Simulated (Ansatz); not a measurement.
Abridged Ansatz (a quantum-chemistry and plane-wave program) output:

```
Relaxation: its limit of steps is 50 (relax.max_steps)
Pseudopotential: Hf, paw, valence charge 26
Pseudopotential: O, paw, valence charge 6
Crystal: 3 atoms, lattice volume = 32.357 Å³
Basis set: ecut = 500 eV, 869 PW (Γ), exchange–correlation on 108×108×108 points (64 copies of the dense FFT grid, shifted against one another)
Bands: 23, of which v1, the nominal top of the filled ones, is band 19 counted from 1 (18 counted from 0)
Symmetry: 8 space group operations
k-points: 216 of 1331
Functional: x = r2scan, c = r2scan; τ floored in thin density (d = 2e-4 eV/Å³)
SCF iter   1: F=—  HF=-16876.126717 eV  |F-HF|=—  |Δ(HF+E_count)|=         —  Δρ=1.18e-2  dr2=4.08e-2  dr2_τ=2.27e-1  ethr=1.77e-3  ⟨swp⟩=5.0  Hψ=18619  notcnv=0
SCF iter   2: F=—  HF=-16876.188219 eV  |F-HF|=—  |Δ(HF+E_count)|=   6.15e-2  Δρ=6.09e-3  dr2=3.58e-3  dr2_τ=2.46e-3  ethr=1.07e-4  ⟨swp⟩=2.0  Hψ=11673  notcnv=0
SCF 1 converged in 9 iterations: F = -16876.188526 eV  dr2 = 4.07e-11
relax step   1: F+E_penalty+E_count = -16876.18852602 eV  Δ(F+E_penalty+E_count) = +0.000e0 eV  max|allowed force component| = 1.063e-1 eV/Å  Δτ_max = 0.0000 Å  (9 SCF iters, accepted)
Crystal: 3 atoms, lattice volume = 32.357 Å³
SCF iter   1: F=—  HF=-16876.188923 eV  |F-HF|=—  |Δ(HF+E_count)|=         —  Δρ=5.84e-4  dr2=8.22e-5  dr2_τ=2.94e-3  ethr=2.03e-7  ⟨swp⟩=2.0  Hψ=16451  notcnv=0
SCF iter   2: F=—  HF=-16876.189061 eV  |F-HF|=—  |Δ(HF+E_count)|=   1.37e-4  Δρ=2.36e-4  dr2=9.97e-6  dr2_τ=1.64e-6  ethr=2.03e-7  ⟨swp⟩=2.0  Hψ=8784  notcnv=0
SCF 2 converged in 6 iterations: F = -16876.189064 eV  dr2 = 5.18e-11
relax step   2: F+E_penalty+E_count = -16876.18906367 eV  Δ(F+E_penalty+E_count) = -5.376e-4 eV  max|allowed force component| = 1.311e-2 eV/Å  Δτ_max = 0.0058 Å  (6 SCF iters, accepted)
Crystal: 3 atoms, lattice volume = 32.357 Å³
SCF iter   1: F=—  HF=-16876.189069 eV  |F-HF|=—  |Δ(HF+E_count)|=         —  Δρ=6.43e-5  dr2=9.85e-7  dr2_τ=3.53e-5  ethr=2.60e-8  ⟨swp⟩=2.1  Hψ=11686  notcnv=0
SCF iter   2: F=—  HF=-16876.189072 eV  |F-HF|=—  |Δ(HF+E_count)|=   2.56e-6  Δρ=2.58e-5  dr2=1.22e-7  dr2_τ=1.93e-8  ethr=2.59e-9  ⟨swp⟩=2.0  Hψ=10148  notcnv=0
SCF 3 converged in 6 iterations: F = -16876.189072 eV  dr2 = 3.66e-12
relax step   3: F+E_penalty+E_count = -16876.18907197 eV  Δ(F+E_penalty+E_count) = -8.293e-6 eV  max|allowed force component| = 1.022e-8 eV/Å  Δτ_max = 0.0006 Å  (6 SCF iters, accepted)
Crystal: 3 atoms, lattice volume = 32.357 Å³
SCF iter   1: F=—  HF=-16876.189072 eV  |F-HF|=—  |Δ(HF+E_count)|=         —  Δρ=2.03e-7  dr2=3.66e-12  dr2_τ=1.19e-12  ethr=1.00e-12  ⟨swp⟩=1.3  Hψ=23313  notcnv=0
SCF iter   2: F=-16876.189072 eV  HF=-16876.189072 eV  |F-HF|=0.00e0  |Δ(HF+E_count)|=  7.28e-12  Δρ=1.02e-7  dr2=1.07e-12  dr2_τ=3.78e-13  ethr=1.00e-12  ⟨swp⟩=3.5  Hψ=14232  notcnv=0
SCF 4 converged in 2 iterations: F = -16876.189072 eV  dr2 = 1.07e-12
SCF converged after 2 iterations
Free energy (F): -16876.189072 eV
Internal energy: -16876.189072 eV  (E = F + TS)
E sigma→0 (E₀):  -16876.189072 eV
Fermi energy:    18.000050 eV
--- Forces (eV/Å), atoms counted from 1 ---
  atom   1  Hf    -0.00000000     0.00000000    -0.00000000
  atom   2  O     -0.00000000     0.00000048     0.00000000
  atom   3  O      0.00000000    -0.00000048     0.00000000
--- Stress (GPa, compression-positive) ---
        0.031246       0.000000       1.053143
        0.000000       0.025577      -0.000000
        1.053143      -0.000000       0.031246
  P = ⅓ Tr σ = 0.0294 GPa (0.294 kbar)
--- Relaxed structure (3 steps of the walk, 3 accepted, 0 SCFs on fresh bases) ---
  atoms:
    - { symbol: Hf, position: [5.715584947041072e-20, -5.71558494704107e-20, 5.715584947041067e-20] }
    - { symbol: O, position: [0.25101488203041383, 0.24898511796958606, 0.25101488203041383] }
    - { symbol: O, position: [0.7489851179695861, 0.7510148820304136, 0.7489851179695861] }
```

Q: What was computed, and what are the main results?

A: HfO2, 3 atoms in the cell, with r2SCAN (Ansatz), spin-orbit coupling left out. The last SCF converged to F = -16876.189072 eV, or -5625.3964 eV per atom, at a pressure of 0.03 GPa. The total energy compares only with runs of the same code, potentials and settings.

Spin-orbit coupling, missing from the scalar runs, can matter with Hf. The cells carry an imposed strain or load. No phonon test of stability was made. The cell was made from HfO2 in the fluorite structure (space group Fm-3m, No. 225) by this change: tensor shear ε_xz = −0.71 %. This is not the structure that HfO2 has at room temperature and ambient pressure.

Keys are those of Ansatz 0.2.
